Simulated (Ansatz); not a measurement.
Density of states of ScF3 (Pm-3m) above the conduction band minimum, PBEsol, rigid bands (Ansatz, a quantum-chemistry and plane-wave program); cell volume 65.0 Å³.

(energy from edge (eV), 10⁻³ states/eV/cell): (0.006, 596); (0.031, 1630); (0.056, 2210); (0.081, 2260); (0.106, 2280); (0.131, 2330); (0.156, 2390); (0.181, 2440); (0.206, 2490); (0.231, 2510); (0.256, 2570); (0.281, 2650); (0.319, 2730); (0.344, 2770); (0.369, 2860); (0.394, 2920); (0.419, 2990); (0.444, 3080); (0.469, 3170); (0.494, 3260); (0.519, 3340); (0.544, 3440); (0.569, 3520); (0.594, 3680)

Question: What effective density of states at 300 K does this give (∫ g(E) exp(−E/k_BT) dE, both spins, divided by the cell's size)?

Answer: 4.9e20 cm⁻³, a density-of-states mass of 7.3 mₑ, valleys and band degeneracy included.

Spin-orbit coupling is left out. Geometry: cell and atoms relaxed with PBEsol.

Formula and space group known from diffraction (Crystallography Open Database), not checked to be the room-temperature form: ScF3 (Pm-3m).
